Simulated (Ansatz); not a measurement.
## A constructed model of the (111)A surface of zinc-blende AlP (in the relaxation 2 Al–Al, 1 Al–P bonds formed), Al-terminated, 2x2 Al adatom at T1 (bottom of the slab: 3 H on 4 bottom sites)

All values below come from PBE (plane waves to 420 eV, PAW; Ansatz, a program for electronic structure).

Model: 44-atom slab, 17.5 Å thick at the start with caps and adatoms, 3x3x1 mesh, Fermi-Dirac 0.025 eV, dipole correction, 8 atoms held, the rest relaxed; start symmetry kept, larger cells not searched; no spin, no spin-orbit, no U. In PBE it is, or lies within 0.01 eV a 1x1 cell of, the lowest of the 2 structures of its composition computed so far; subsurface sites and larger cells were not tried.

```
Quantity                                                           Value
-----------------------------------------------  -----------------------
gap of the slab on its k-mesh                                    0.51 eV
highest filled level below the top vacuum level                  4.46 eV
energy released by relaxation                                    3.37 eV
cost                                             roughly 70 core-minutes
```
